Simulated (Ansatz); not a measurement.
Start from ZrSi2 (space group Cmcm, No. 63).

```
ZrSi2
1.0
    1.85222    -7.39608     0.00000
    1.85222     7.39608     0.00000
    0.00000     0.00000     3.67894
Si Zr
4 2
Direct
  0.94684   0.05316   0.75000
  0.05316   0.94684   0.25000
  0.24979   0.75021   0.75000
  0.75021   0.24979   0.25000
  0.60537   0.39463   0.75000
  0.39463   0.60537   0.25000
```

Method: PBE (Ansatz, a quantum-chemistry and plane-wave program), no SOC.

One change was made to it. Results:

```csv
quantity,base,after
density,4.86 g/cm³,5.77 g/cm³
shortest interatomic distance,2.420 Å,2.364 Å
band gap,zero,zero
```

Question: What was done to the base?
(A) pressure 4.5 GPa
(B) pressure 2.1 GPa
(C) pressure 30 GPa
(D) pressure 0.9 GPa
(E) pressure 9 GPa

Answer: C, pressure 30 GPa. For comparison, the density in the other runs: pressure 4.5 GPa gives 5.02 g/cm³; pressure 2.1 GPa gives 4.94 g/cm³; pressure 9 GPa gives 5.18 g/cm³; pressure 0.9 GPa gives 4.89 g/cm³.

Load acts through the strain it causes; cell and atoms are relaxed under it. No phonon test of stability was made. No other phases were tried under pressure. All final runs are without spin polarisation.
